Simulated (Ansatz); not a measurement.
## Point defect Se on the S site in zinc-blende ZnS

Method: PBE, PAW (plane waves to 420 eV; Ansatz, an electronic-structure program). Cell: 64 sites, 2×2×2 repeats of a cell of 8 atoms; final energies on a 2×2×2 shifted mesh. Site at the start: the S site. Charged cells carry a point-charge image correction with potential alignment at far atoms. Dielectric constants: PBE linear response of the host. Host gap at this level: 2.01 eV. Finite-size and sampling errors can reach tenths of an eV here. PBE underestimates the host's gap, which shifts levels and can delocalise carriers. Spin–orbit coupling is left out. Each state is the lowest found from its start.

Formation energies E_f are given with the Fermi level at the valence-band maximum. Chemical conditions: Zn-rich (Δμ(S) = -1.65 eV, Δμ(Se) = -1.43 eV, bounded by zinc-blende ZnSe; only phases computed here count, gases as isolated molecules at 0 K). Reference phases: S: S8 molecule in a box, Se: trigonal Se.

Charges with a result: +1, 0, −1. Others weren't obtained, and one of them could lie lower, also by skipping a charge.

```tsv
charge	moment (μB)	largest move off a lattice site (Å)	image correction with alignment (eV)	E_f, Zn-rich (eV)
+1*	quenched	0.10	–	–
0	not spin-polarised	0.09	0.00	0.08
−1*	quenched	0.09	–	–
```

* At this level the carrier isn't localised at the defect: at charge +1 holes occupy the valence band; at charge −1 electrons occupy the conduction band. Such a state is shallow or no state of the defect, and this cell gives it no level.

Starting moments that weren't kept: charge +1 began with 1 μB and ended with 0.0; charge −1 began with 1 μB and ended with 0.0.
